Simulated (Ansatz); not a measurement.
Consider Hf vacancy in monoclinic HfO2 with all lengths changed by -1 %, charge state -4. Computed with PBE, PAW (plane waves to 420 eV; Ansatz, a first-principles code).

Settings: 96 host sites, the strained lattice (strain from the relaxed PBE one, atoms relaxed), the Γ point alone, smearing 0.01 eV, spin-restricted, no image-charge correction. Energies are static. Spin-orbit coupling is left out. The charge state is imposed; whether it is stable for some Fermi level was not computed. Forms of the defect that were not tried may lie lower.

Barriers: single points on a 2×2×2 k-point mesh shifted by half a step at the bands' geometries.

Relaxed starting cell (atoms counted from 1):

```yaml
crystal:
  lattice:
    - [10.21982, 0.00000, 0.00000]
    - [0.00000, 10.31978, 0.00000]
    - [-1.77863, 0.00000, 10.44754]
  atoms:
    - { symbol: Hf, position: [0.13712, 0.22645, 0.85540] }
    - { symbol: Hf, position: [0.13812, 0.72880, 0.35597] }
    - { symbol: Hf, position: [0.13797, 0.72823, 0.85274] }
    - { symbol: Hf, position: [0.63912, 0.22912, 0.35198] }
    - { symbol: Hf, position: [0.63936, 0.22828, 0.85518] }
    - { symbol: Hf, position: [0.63562, 0.72939, 0.35481] }
    - { symbol: Hf, position: [0.63716, 0.72746, 0.85457] }
    - { symbol: Hf, position: [0.35344, 0.26878, 0.15238] }
    - { symbol: Hf, position: [0.35831, 0.26933, 0.64313] }
    - { symbol: Hf, position: [0.36026, 0.77298, 0.14873] }
    - { symbol: Hf, position: [0.35984, 0.77296, 0.64522] }
    - { symbol: Hf, position: [0.87809, 0.26931, 0.15680] }
    - { symbol: Hf, position: [0.86086, 0.27138, 0.64587] }
    - { symbol: Hf, position: [0.85965, 0.77053, 0.14739] }
    - { symbol: Hf, position: [0.86120, 0.77042, 0.64629] }
    - { symbol: Hf, position: [0.35491, 0.47190, 0.39698] }
    - { symbol: Hf, position: [0.36018, 0.47536, 0.89811] }
    - { symbol: Hf, position: [0.35442, 0.98791, 0.39470] }
    - { symbol: Hf, position: [0.35811, 0.97946, 0.89472] }
    - { symbol: Hf, position: [0.86230, 0.47488, 0.39478] }
    - { symbol: Hf, position: [0.86120, 0.47793, 0.89806] }
    - { symbol: Hf, position: [0.86711, 0.98139, 0.39794] }
    - { symbol: Hf, position: [0.86182, 0.97839, 0.89763] }
    - { symbol: Hf, position: [0.14010, 0.02393, 0.10693] }
    - { symbol: Hf, position: [0.13570, 0.02821, 0.59339] }
    - { symbol: Hf, position: [0.14029, 0.52136, 0.10683] }
    - { symbol: Hf, position: [0.14064, 0.51609, 0.60331] }
    - { symbol: Hf, position: [0.63780, 0.02298, 0.10410] }
    - { symbol: Hf, position: [0.63755, 0.02018, 0.60269] }
    - { symbol: Hf, position: [0.63671, 0.51755, 0.10513] }
    - { symbol: Hf, position: [0.63717, 0.52071, 0.60258] }
    - { symbol: O, position: [0.03715, 0.06814, 0.41795] }
    - { symbol: O, position: [0.03917, 0.06923, 0.91037] }
    - { symbol: O, position: [0.03728, 0.57825, 0.42027] }
    - { symbol: O, position: [0.03717, 0.57799, 0.91697] }
    - { symbol: O, position: [0.53680, 0.08099, 0.42080] }
    - { symbol: O, position: [0.53341, 0.08168, 0.91951] }
    - { symbol: O, position: [0.53230, 0.58256, 0.42149] }
    - { symbol: O, position: [0.53343, 0.58178, 0.92134] }
    - { symbol: O, position: [0.46269, 0.41567, 0.07846] }
    - { symbol: O, position: [0.47245, 0.41077, 0.57771] }
    - { symbol: O, position: [0.46358, 0.91764, 0.07766] }
    - { symbol: O, position: [0.46857, 0.91246, 0.57907] }
    - { symbol: O, position: [0.96168, 0.42707, 0.08263] }
    - { symbol: O, position: [0.96070, 0.42404, 0.58597] }
    - { symbol: O, position: [0.96149, 0.91979, 0.08296] }
    - { symbol: O, position: [0.96099, 0.92080, 0.58636] }
    - { symbol: O, position: [0.46523, 0.32951, 0.33134] }
    - { symbol: O, position: [0.46524, 0.33262, 0.82855] }
    - { symbol: O, position: [0.46307, 0.83521, 0.32858] }
    - { symbol: O, position: [0.46390, 0.83194, 0.82957] }
    - { symbol: O, position: [0.95193, 0.32999, 0.33166] }
    - { symbol: O, position: [0.96078, 0.32647, 0.83435] }
    - { symbol: O, position: [0.95870, 0.82333, 0.33313] }
    - { symbol: O, position: [0.96053, 0.82407, 0.83432] }
    - { symbol: O, position: [0.03803, 0.17463, 0.14139] }
    - { symbol: O, position: [0.03580, 0.17370, 0.66815] }
    - { symbol: O, position: [0.03515, 0.67020, 0.16977] }
    - { symbol: O, position: [0.03745, 0.67243, 0.66826] }
    - { symbol: O, position: [0.53608, 0.16897, 0.16970] }
    - { symbol: O, position: [0.53843, 0.16727, 0.67235] }
    - { symbol: O, position: [0.53301, 0.66710, 0.17123] }
    - { symbol: O, position: [0.53359, 0.66528, 0.67285] }
    - { symbol: O, position: [0.23191, 0.37906, 0.50403] }
    - { symbol: O, position: [0.21965, 0.36977, 0.99067] }
    - { symbol: O, position: [0.22212, 0.86957, 0.49080] }
    - { symbol: O, position: [0.22280, 0.86930, 0.99035] }
    - { symbol: O, position: [0.72321, 0.37010, 0.49118] }
    - { symbol: O, position: [0.72324, 0.37079, 0.99058] }
    - { symbol: O, position: [0.72184, 0.87001, 0.49084] }
    - { symbol: O, position: [0.72095, 0.86902, 0.98995] }
    - { symbol: O, position: [0.27578, 0.12949, 0.00554] }
    - { symbol: O, position: [0.29328, 0.11871, 0.52248] }
    - { symbol: O, position: [0.27702, 0.62882, 0.01117] }
    - { symbol: O, position: [0.27761, 0.63140, 0.51079] }
    - { symbol: O, position: [0.77474, 0.12672, 0.00879] }
    - { symbol: O, position: [0.77714, 0.12942, 0.51028] }
    - { symbol: O, position: [0.77537, 0.62866, 0.01024] }
    - { symbol: O, position: [0.77426, 0.63066, 0.51118] }
    - { symbol: O, position: [0.29185, 0.10905, 0.24686] }
    - { symbol: O, position: [0.27571, 0.12319, 0.76174] }
    - { symbol: O, position: [0.27635, 0.62553, 0.26298] }
    - { symbol: O, position: [0.27721, 0.61878, 0.76055] }
    - { symbol: O, position: [0.77714, 0.11944, 0.25899] }
    - { symbol: O, position: [0.77868, 0.12007, 0.76037] }
    - { symbol: O, position: [0.77495, 0.62012, 0.26000] }
    - { symbol: O, position: [0.77599, 0.61989, 0.76138] }
    - { symbol: O, position: [0.23166, 0.38966, 0.23626] }
    - { symbol: O, position: [0.22061, 0.37725, 0.74552] }
    - { symbol: O, position: [0.21692, 0.87684, 0.24188] }
    - { symbol: O, position: [0.22271, 0.88008, 0.73942] }
    - { symbol: O, position: [0.71202, 0.38068, 0.24074] }
    - { symbol: O, position: [0.72325, 0.37883, 0.74101] }
    - { symbol: O, position: [0.72054, 0.87843, 0.23830] }
    - { symbol: O, position: [0.72245, 0.87856, 0.74130] }
```
Cell charge -4.

End state 1 differs by these moves (Å; atoms that move under 0.08 Å are left out):

| atom | element | Δx | Δy | Δz |
|---|---|---|---|---|
| 12 | Hf | 2.14 | -0.41 | 1.96 |
| 18 | Hf | 0.07 | -0.07 | 0.01 |
| 21 | Hf | 0.00 | -0.08 | 0.10 |
| 22 | Hf | -0.09 | -0.04 | -0.04 |
| 25 | Hf | 0.00 | -0.08 | 0.10 |
| 26 | Hf | -0.09 | -0.04 | -0.04 |
| 30 | Hf | 0.07 | -0.07 | 0.01 |
| 37 | O | -0.08 | 0.07 | 0.04 |
| 41 | O | -0.08 | 0.07 | 0.04 |
| 52 | O | 0.04 | -0.06 | 0.29 |
| 56 | O | 0.04 | -0.06 | 0.29 |
| 64 | O | -0.06 | -0.07 | -0.12 |
| 69 | O | -0.16 | 0.10 | -0.13 |
| 73 | O | -0.16 | 0.10 | -0.13 |
| 76 | O | -0.06 | -0.07 | -0.12 |
| 80 | O | -0.08 | 0.09 | 0.14 |
| 84 | O | -0.12 | -0.11 | 0.06 |
| 88 | O | -0.12 | -0.11 | 0.06 |
| 92 | O | -0.08 | 0.09 | 0.14 |

Predict the forward and backward barriers to end state 1 from PBE, PAW.

forward 2.13 eV, backward 2.13 eV; at the saddle point atom 12 has neighbours O at 1.87, O at 1.95, O at 2.00, O at 2.32 Å. The saddle point's order was not checked.
